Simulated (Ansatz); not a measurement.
# Pressure series in Rb3AsF6

Take Rb3AsF6 (space group Fm-3m, No. 225; a = 9.316 Å; a cell from a computed database, its experimental status unchecked) as the base.

Cell and atoms are relaxed at each pressure.

Level of theory: plane-wave PAW DFT at the r2SCAN level (Ansatz, a quantum-chemistry and plane-wave program, 500 eV), spin-orbit coupling left out.

Notes on the quantities. enthalpy: H = E + PV relative to the base's energy.

```
change                density       enthalpy  electron mass
-----------------  ----------  -------------  -------------
base               3.66 g/cm³              –  2.2 mₑ (at Γ)
pressure −2 GPa             ?  -0.26 eV/atom  2.0 mₑ (at Γ)
pressure −1 GPa    3.54 g/cm³  -0.13 eV/atom  2.1 mₑ (at Γ)
pressure 0.9 GPa            ?  +0.11 eV/atom  2.2 mₑ (at Γ)
pressure 2.1 GPa   3.85 g/cm³  +0.26 eV/atom  2.2 mₑ (at Γ)
pressure 4.5 GPa   4.03 g/cm³  +0.54 eV/atom  2.1 mₑ (at Γ)
pressure 9 GPa     4.31 g/cm³  +1.04 eV/atom              ?
pressure 15 GPa    4.60 g/cm³  +1.66 eV/atom  1.6 mₑ (at Γ)
pressure 22.5 GPa  4.89 g/cm³  +2.39 eV/atom  1.4 mₑ (at Γ)
pressure 30 GPa    5.15 g/cm³  +3.08 eV/atom              ?
```

Question: Some entries are withheld; estimate them.

Answer: 
- pressure −2 GPa, density: 3.41 g/cm³
- pressure 0.9 GPa, density: 3.75 g/cm³
- pressure 9 GPa, electron mass: 1.9 mₑ (at Γ)
- pressure 30 GPa, electron mass: 1.2 mₑ (at Γ)

The levels and masses belong to the bands next to the band gap. Load acts through the strain it causes; cell and atoms are relaxed under it. Effective masses come from finite differences of ±0.01 Å⁻¹. Stability against distortions was not tested. No other phases were tried under pressure.
